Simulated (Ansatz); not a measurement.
**CaSi2 (space group R-3m, No. 166; a cell from a computed database, its experimental status unchecked)**

```yaml
crystal:
  lattice:
    - [1.92561, 1.11175, 9.93639]
    - [-1.92561, 1.11175, 9.93639]
    - [0.00000, -2.22350, 9.93639]
  atoms:
    - { symbol: Ca, position: [0.92042, 0.92042, 0.92042] }
    - { symbol: Ca, position: [0.07958, 0.07958, 0.07958] }
    - { symbol: Si, position: [0.65331, 0.65331, 0.65331] }
    - { symbol: Si, position: [0.34669, 0.34669, 0.34669] }
    - { symbol: Si, position: [0.18284, 0.18284, 0.18284] }
    - { symbol: Si, position: [0.81716, 0.81716, 0.81716] }
```

All numbers come from PBEsol, PAW, 420 eV (Ansatz, an electronic-structure program; scalar-relativistic without spin-orbit coupling). Γ-centred 14×14×14 mesh, Fermi–Dirac width 0.05 eV.

| Item | Value |
|---|---|
| Volume per atom | 21.27 Å³ |
| Density | 2.50 g/cm³ |
| Band gap | zero |
| Total energy | -1012.663 eV/atom (σ→0; compares only within this code and set-up) |

Stability against distortions was not tested. All final runs are without spin polarisation.
